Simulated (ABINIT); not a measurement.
## Short convergence ladders for HfN (I4mm, 2 atoms in the cell)

```yaml
crystal:
  lattice:
    - [0.00000, 2.24870, 2.24870]
    - [2.24870, 0.00000, 2.24870]
    - [2.24870, 2.24870, 0.00000]
  atoms:
    - { symbol: Hf, position: [0.01112, 0.01112, 0.98888] }
    - { symbol: N, position: [0.50000, 0.50000, 0.50000] }
```

Base method: PBEsol, norm-conserving pseudopotentials (PseudoDojo nc-sr-04 PBEsol standard) (plane waves; ABINIT).

Base settings: pseudos = [Hf.upf, N.upf]; ecut = 1143 eV; occopt = 3; tsmear = 0.00367493 Ha; ngkpt = 6 6 6; nshiftk = 1; shiftk = 0 0 0; potentials = PseudoDojo nc-sr-04 PBEsol standard; nband = 14; kptopt = 1.

The count of work is k-points × plane waves × bands × iterations; it is no time. Core times come from one kind of shared machine, to one figure; runs under 30 s give none.

**Shifted k-point meshes**

In this ladder: shiftk = 0.5 0.5 0.5.

Only quantities that move along the ladder and can be compared are tabulated.

| ngkpt | free energy less the last step's (meV/atom) | pressure (GPa) | largest difference of a force vector from the last step's (eV/Å) | count of work / last | core time / last (rough) |
|---|---|---|---|---|---|
| 2 2 2 | 78.86 | 2.34 | 0.029 | 0.015 | – |
| 4 4 4 | 27.20 | 1.03 | 0.008 | 0.097 | – |
| 6 6 6 | -5.19 | 0.24 | 0.005 | 0.31 | 0.3 |
| 8 8 8 | -5.35 | 0.25 | 0.002 | 0.70 | 0.9 |
| 9 9 9 | 0.00 | 0.39 | 0.000 | 1.0 | 1 |

Coarsest ngkpt that holds the free energy within 2 meV/atom: not settled: the last two steps still differ by 5.4 meV/atom, over half the tolerance, so the ladder does not show it.

Coarsest ngkpt that holds the pressure within 0.5 GPa of the last step, with all finer ones: 6 6 6, at 0.31 of the last step's count of work and about 0.3 of the last step's time; the step before is off by 0.64 GPa.

Coarsest ngkpt that holds the forces within 0.02 eV/Å of the last step, with all finer ones: 4 4 4, at 0.097 of the last step's count of work; the step before is off by 0.029 eV/Å.

**The k-point mesh at a smearing width of 0.05 eV**

In this ladder: tsmear = 0.00183747 Ha.

The second cell is the first with its lattice scaled by 0.98.

Only quantities that move along the ladder and can be compared are tabulated.

| ngkpt | free energy less the last step's (meV/atom) | energy of the compressed cell less the first (meV/atom) | pressure (GPa) | largest difference of a force vector from the last step's (eV/Å) | count of work / last | core time / last (rough) |
|---|---|---|---|---|---|---|
| 5 5 5 | -10.77 | 40.01 | 0.17 | 0.028 | 0.074 | – |
| 8 8 8 | 6.22 | 41.61 | 0.52 | 0.002 | 0.24 | 0.3 |
| 9 9 9 | -5.60 | 40.47 | 0.27 | 0.022 | 0.31 | 0.3 |
| 14 14 14 | 0.00 | 40.65 | 0.31 | 0.000 | 1.0 | 1 |

Coarsest ngkpt that holds the pressure within 0.1 GPa of the last step, with all finer ones: 9 9 9, at 0.31 of the last step's count of work and about 0.3 of the last step's time; the step before is off by 0.21 GPa.

Coarsest ngkpt that holds the free energy within 5 meV/atom: not settled: the last two steps still differ by 5.6 meV/atom, over half the tolerance, so the ladder does not show it.

Coarsest ngkpt that holds the energy of the compressed cell less the first within 0.5 meV/atom of the last step, with all finer ones: 9 9 9, at 0.31 of the last step's count of work and about 0.3 of the last step's time; the step before is off by 0.96 meV/atom.

On the base run: the starting cell has typed, rounded lattice constants, without a prior relaxation at this level. Its lattice was rescaled by up to half a per cent. One atom was moved a little off its site on purpose.
